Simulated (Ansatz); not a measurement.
Consider O vacancy in corundum, neutral cell. Calculation: PBE, PAW (plane waves to 420 eV; Ansatz, an electronic-structure program).

Cell of 270 host sites held at the relaxed PBE lattice; the Γ point alone; Fermi-Dirac width 0.01 eV, spin-restricted; finite-size errors left in. No zero-point or tunnelling terms. The charge state is imposed; whether it is stable for some Fermi level was not computed. Forms of the defect that were not tried may lie lower.

Barriers: single points on a 2×2×2 k-point mesh shifted by half a step along c at the bands' geometries.

The step: a nearby O atom hops onto the vacant site. Atoms about the jump, Cartesian Å from the middle of the jump, before and after:

```
atom     x0     y0     z0     x1     y1     z1
----  -----  -----  -----  -----  -----  -----
O1     1.09   0.63   0.00  -1.09  -0.63   0.00
Al2    0.38  -0.64  -1.35   0.36  -0.65  -1.35
Al3    0.38  -0.64   1.35   0.36  -0.65   1.35
Al4   -2.00   0.67  -0.79  -2.03   0.76  -0.85
Al5    0.36   2.14   0.85   0.42   2.07   0.79
O6    -0.37   0.86   2.18  -0.36   0.85   2.19
O7    -0.56   0.74  -2.19  -0.56   0.75  -2.18
O8    -1.30   2.24   0.00  -1.29   2.25   0.00
O9     1.09  -1.90   0.00   1.10  -1.89   0.00
Al10  -2.00  -1.95   0.79  -2.04  -2.03   0.85
Al11   2.78   0.75  -0.85   2.69   0.76  -0.79
O12   -0.56  -2.01   2.19  -0.57  -2.03   2.19
O13    2.04  -0.53  -2.19   2.02  -0.52  -2.19
O14    2.04  -0.75   2.19   2.03  -0.74   2.18
O15   -0.37  -2.13  -2.18  -0.37  -2.14  -2.19
O16    1.84   2.14   2.19   1.85   2.13   2.18
O17   -2.77  -0.54  -2.18  -2.77  -0.52  -2.19
O18   -2.77  -0.74   2.18  -2.77  -0.75   2.18
O19    2.04   2.02  -2.18   2.03   2.03  -2.18
O20   -3.71   0.63   0.00  -3.70   0.64   0.00
O21    1.30   3.52   0.00   1.31   3.53   0.00
```

Predict the transition state.


```
atom      x      y      z
----  -----  -----  -----
O1    -0.12   0.21   0.00
Al2    0.43  -0.66  -1.47
Al3    0.36  -0.71   1.47
Al4   -1.95   0.75  -0.81
Al5    0.33   2.06   0.81
O6    -0.36   0.85   2.29
O7    -0.56   0.74  -2.29
O8    -1.34   2.33   0.00
O9     1.11  -1.92   0.00
Al10  -2.09  -2.06   0.85
Al11   2.83   0.78  -0.85
O12   -0.58  -2.06   2.22
O13    2.07  -0.52  -2.22
O14    2.04  -0.74   2.18
O15   -0.38  -2.14  -2.18
O16    1.83   2.11   2.17
O17   -2.75  -0.53  -2.17
O18   -2.78  -0.75   2.20
O19    2.04   2.03  -2.20
O20   -3.68   0.64   0.01
O21    1.29   3.51  -0.01
```
It lies 3.59 eV above the start and 3.59 eV above the end. The saddle point's order was not checked, and it lies on a symmetry element of the cell, where a band can be held.
